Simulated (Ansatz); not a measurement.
Base system: Sr in the fcc (Cu type) structure (space group Fm-3m, No. 225; a = 6.029 Å).

Method: plane-wave PAW DFT at the PBE level (Ansatz, an electronic-structure program, 420 eV), no spin-orbit coupling.

Before the change:

The volume per atom comes out as 54.78 Å³.

It is then changed as follows: a negative pressure, −2 GPa.

Q: How does this affect the volume per atom?

A: The volume per atom increases by 16.89 Å³ to 71.67 Å³.

Load acts through the strain it causes; cell and atoms are relaxed under it. Stability against distortions was not tested.
